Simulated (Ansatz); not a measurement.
We consider CsCl-type CoAl, described by rVV10 (PAW; Ansatz, a first-principles code).

Settings: plane-wave cutoff 500 eV, 20×20×20 k mesh, Fermi–Dirac smearing 0.1 eV, no spin polarisation, scalar-relativistic PAW data made under PBE.

Computed at the level's own relaxed cell.

Question: What does this level give for the equilibrium volume per atom and lattice parameter a?

Answer: 
* **equilibrium volume per atom**: 11.68 Å³/atom
* **lattice parameter a**: 2.859 Å

Measured, for comparison: equilibrium volume per atom 11.71 Å³/atom, lattice constant a 2.861 Å (room temperature, no zero-point or thermal correction; as tabulated in Yamada et al. (2019), arXiv:1910.09660). Computed (rounded) less measured: equilibrium volume per atom -0.3 %, lattice constant a -0.1 %.

Computed values are for the static lattice.
